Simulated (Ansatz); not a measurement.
Tunnelling through a barrier is set by its complex band structure: the current falls as exp(−2κd) with the smallest κ.

Data:

```
CELL_PARAMETERS angstrom
      5.60725     0.00000     0.00000
      2.80363     5.46718     0.00000
      2.80363    -0.47924     1.54610
ATOMIC_POSITIONS crystal
  Zn 0.83274 0.50059 0.50059
  Zn 0.66608 0.00059 0.00059
  O  0.45361 0.87972 0.87972
  O  0.28695 0.37972 0.37972
```

Space group of this cell: P6_3mc, wurtzite. The cell is taken as given; by r2SCAN its mean pressure is -0.5 GPa.

Transport runs along the normal of the first two printed cell vectors, the (111) plane of the conventional cell.

The gap is the functional's own, uncorrected, and κ follows it; spin-orbit coupling is left out. Mid-gap values are interpolated between the computed energies.

**Question.** Compute, with r2SCAN run with Ansatz (a quantum-chemistry and plane-wave program), the band gap and the smallest decay constant κ at mid-gap.

**Answer.** Gap 1.23 eV on a 20×20×20 mesh; κ = 0.128 1/Å, at the zone centre.
